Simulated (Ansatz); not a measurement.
The parent structure is MgS in the rock salt structure (space group Fm-3m, No. 225; a = 5.2030 Å). Axes: x, y, z lie along the cube axes.

All numbers come from Ansatz (a program for electronic structure), r2SCAN, PAW, cutoff 500 eV, no spin-orbit coupling.

It is then changed as follows: biaxial strain −2.50 %, plane normal [001], relaxed out of plane (Cartesian); in-plane vectors clamped, the third vector and the atoms free.

Task: Predict the new energy relative to the base and hole mass.

Result: The energy goes up by 13 meV/atom; the hole mass comes out as 0.26 mₑ out of plane, 0.95 mₑ in plane (at Γ).

The levels and masses belong to the bands next to the band gap. Masses are band curvatures over ±0.01 Å⁻¹ around the edge. Whether these cells are dynamically stable was not tested.
